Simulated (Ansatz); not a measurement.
Volume per atom of SiSe₂ (model structure, started from the rutile type, P4₂/mnm, No. 136, 6 atoms in the cell) at several levels of theory

No measured value is used here.

```csv
level (code),value (Å³/atom)
PBE (Ansatz),[?]
PBEsol (Ansatz),20.89
PBE-D3(BJ) (Ansatz),20.85
```

Question: Complete the blanks.

Answer: 
- PBE (Ansatz, a program for electronic structure), value (Å³/atom): 22.31

Ansatz's density-functional and Hartree–Fock values are scalar-relativistic unless marked +SOC, with PAW data made under PBE.

A model structure was made by putting elements into a prototype or built by hand; it is no filed structure, need not be a known phase, and can be a saddle point held by its symmetry.
